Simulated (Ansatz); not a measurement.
For zinc blende InP at 575 K, the quasi-harmonic free energy with LDA in Ansatz (an electronic-structure program) gives a volume expansion coefficient α_V = 7.62 × 10⁻⁶ K⁻¹, an isothermal bulk modulus B_T = 86.4 GPa, a molar volume V_m = 28.161 cm³/mol and C_V = 48.24 J/(mol K). Dynamical quadrupoles are not included in the interpolation of the phonons between the solved wave vectors. The pressure is 5 GPa. The structure is held there; whether it is the stable one at that pressure was not tested.

### Question
Work out the Grüneisen parameter, C_P and the adiabatic bulk modulus.

### Answer
γ = α_V B_T V_m / C_V = 0.38. C_P − C_V = α_V² B_T V_m T = 0.08 J/(mol K), so C_P = 48.32 J/(mol K). B_S = B_T C_P/C_V = B_T (1 + α_V γ T) = 86.5 GPa.

The PAW data sets were generated under PBE and serve the other functionals too.
